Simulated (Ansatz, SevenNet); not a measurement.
## C11b MoSi2: properties by level of theory

Reference values: lattice constant a 3.205 Å (measured, temperature not stated, no zero-point or thermal correction; as tabulated in Pavlosiuk et al. (2022), arXiv:2202.05362); lattice parameter c 7.845 Å (measured, temperature not stated, no zero-point or thermal correction; as tabulated in Pavlosiuk et al. (2022), arXiv:2202.05362).

| level (code) | lattice constant a (Å) | c axis length (Å) |
|---|---|---|
| SevenNet-l3i5 | 3.220 | 7.873 |
| BLYP (Ansatz) | 3.277 | 7.962 |
| rVV10 (Ansatz) | 3.229 | 7.905 |
| r²SCAN-D4 (Ansatz) | 3.191 | 7.799 |

Differences from the reference values (errors of the level alone only where the reference is corrected to a static lattice):

```json
[
 {"level": "SevenNet-l3i5", "lattice constant a (%)": "+0.47", "lattice parameter c (%)": "+0.36"},
 {"level": "BLYP", "lattice constant a (%)": "+2.25", "lattice parameter c (%)": "+1.49"},
 {"level": "rVV10", "lattice constant a (%)": "+0.75", "lattice parameter c (%)": "+0.76"},
 {"level": "r²SCAN-D4", "lattice constant a (%)": "-0.44", "lattice parameter c (%)": "-0.59"}
]
```

Nearest: lattice constant a, not ranked (reference at room or unstated temperature); lattice parameter c, not ranked (reference at room or unstated temperature).

Machine-learned potentials (SevenNet-l3i5) are trained on DFT data: a solid inside that data is no test of them.

Ansatz's density-functional and Hartree–Fock values are scalar-relativistic unless marked +SOC, with PAW data made under PBE.

Differences are worked out from the printed values.

Ansatz is an electronic-structure program.
